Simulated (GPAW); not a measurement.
Band structure of GdTl (Pm-3m, 2 atoms in the cell).

```xyz
2
Lattice="3.8136 0.0000 0.0000 0.0000 3.8136 0.0000 0.0000 0.0000 3.8136" Properties=species:S:1:pos:R:3 pbc="T T T"
Gd     0.0000     0.0000     0.0000
Tl     1.9068     1.9068     1.9068
```
Moments meant for the start (each program seeds them in its own way; μB, in the order of the atoms Gd Tl): 7.0 0.0.

Method: LDA (Perdew-Wang 92), GPAW PAW datasets LDA (gpaw-data 1.0.1) (plane waves; GPAW).

Settings: spinpol = true; mode = pw; ecut = 800 eV; xc = LDA; kpts = 9 9 9; mesh shift (steps) = 0 0 0; occupations.name = fermi-dirac; occupations.width = 0.136 eV; nbands = -10; convergence.density = 1e-05 e/electron; symmetry.symmorphic = false; symmetry.tolerance = 0.0005; maxiter = 150; bandpath_npoints = 40.

The starting cell comes from a database of computed structures (which also holds hypothetical and non-ambient phases and stackings), without a prior relaxation at this level. Spin-orbit coupling is off. With one magnetic atom in the cell only a parallel order is possible. With U or open f shells several self-consistent states can exist. The f electrons are in the valence without U or exact exchange, which can misplace them near the Fermi level. Spin-orbit terms, which matter for f shells, are left out.

Levels in eV from the Fermi level, bands 16 to 23 of the first spin channel:
| point | 16 | 17 | 18 | 19 | 20 | 21 | 22 | 23 |
|---|---|---|---|---|---|---|---|---|
| Γ | -4.25 | -4.21 | -0.36 | -0.36 | 3.18 | 3.18 | 3.18 | 3.48 |
| X | -4.20 | -4.20 | -4.13 | -0.22 | 0.43 | 0.43 | 3.38 | 4.48 |
| M | -4.21 | -4.20 | -1.15 | -1.15 | -0.32 | 2.25 | 2.25 | 4.02 |
| R | -4.21 | -3.63 | -2.59 | -2.59 | -2.59 | 4.58 | 4.58 | 4.58 |

Bands cross the Fermi level along this path, so the cell is metallic at this level.

The net moment of the cell came out as 7.15 μB.
